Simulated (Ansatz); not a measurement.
MgS (P6₃mc, No. 186, 4 atoms in the cell; start mp-1185942; another space group than a measured phase of this formula) was calculated with r²SCAN (Ansatz, a first-principles code, plane waves, PAW).

Run with plane-wave cutoff 560 eV, 12×12×6 k mesh (along the axes of the cell as run), Fermi–Dirac smearing 0.01 eV, scalar-relativistic PAW data made under PBE.

The cell is the one relaxed with PBEsol. Conventional cell: a = 4.0285 Å, b = 4.0285 Å, c = 6.4160 Å, α = 90.00°, β = 90.00°, γ = 120.00°.

```yaml
crystal:
  lattice:
    - [4.02849, 0.00000, 0.00000]
    - [-2.01425, 3.48878, 0.00000]
    - [0.00000, 0.00000, 6.41601]
  atoms:
    - { symbol: Mg, position: [0.66667, 0.33333, 0.49628] }
    - { symbol: Mg, position: [0.33333, 0.66667, 0.99628] }
    - { symbol: S, position: [0.33333, 0.66667, 0.37871] }
    - { symbol: S, position: [0.66667, 0.33333, 0.87871] }
```

Question: List the 10 lowest band energies at Γ above −25 eV (eV, relative to the valence band maximum), grouping those that round alike.

Answer: At Γ: -11.90, -11.14, -3.26, -0.59 (×2), -0.16 (×2), 0.00, 4.15, 5.38.

Note: cell and atoms aren't relaxed at this level (pressure 0.4 GPa).

A start named mp-… is a Materials Project structure, which need not be a measured phase.
